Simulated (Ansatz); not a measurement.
Take GaAs in the zinc blende structure (space group F-43m, No. 216; a = 5.6590 Å) as the base.

The values are results of PBEsol in Ansatz (plane waves to 420 eV, PAW, no SOC), not measurements.

Before the change:

The band gap comes out as 0.42 eV and the lattice parameter a comes out as 565.9 pm.

It is then changed as follows: cell and atoms relaxed at a pressure of 0.9 GPa.

Problem. How does this affect the band gap?

Solution. The band gap rises by 0.09 eV (0.42 eV → 0.51 eV).

Problem. Estimate the effect on the lattice parameter a.

Solution. The lattice parameter a decreases by 2.4 pm to 563.5 pm.

Load acts through the strain it causes; cell and atoms are relaxed under it. Whether these cells are dynamically stable was not tested.

Ansatz is a program for electronic structure.
